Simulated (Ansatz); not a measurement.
We consider stishovite (SiO2), described by HSE06 (PAW; Ansatz, a first-principles code).

Settings: plane-wave cutoff 460 eV, 6×6×8 k mesh (along the axes of the cell as run), Fermi–Dirac smearing 0.01 eV, scalar-relativistic PAW data made under PBE.

Computed at the level's own relaxed cell.

```xyz
6
Lattice="4.1804 0.0000 0.0000 0.0000 4.1804 0.0000 0.0000 0.0000 2.6617" Properties=species:S:1:pos:R:3 pbc="T T T"
Si     0.0000     0.0000     0.0000
Si     2.0902     2.0902     1.3308
O      1.2802     1.2802     0.0000
O      3.3704     0.8100     1.3308
O      0.8100     3.3704     1.3308
O      2.9002     2.9002     0.0000
```

### Question
List the 20 lowest band energies at Γ above −25 eV (eV, relative to the valence band maximum), grouping those that round alike.

### Answer
At Γ: -24.21, -20.41 (×2), -20.14, -11.39, -6.69 (×2), -6.63, -5.49, -5.16, -3.07 (×2), -2.42, -0.83 (×2), 0.00, 7.77, 8.77, 10.68 (×2).
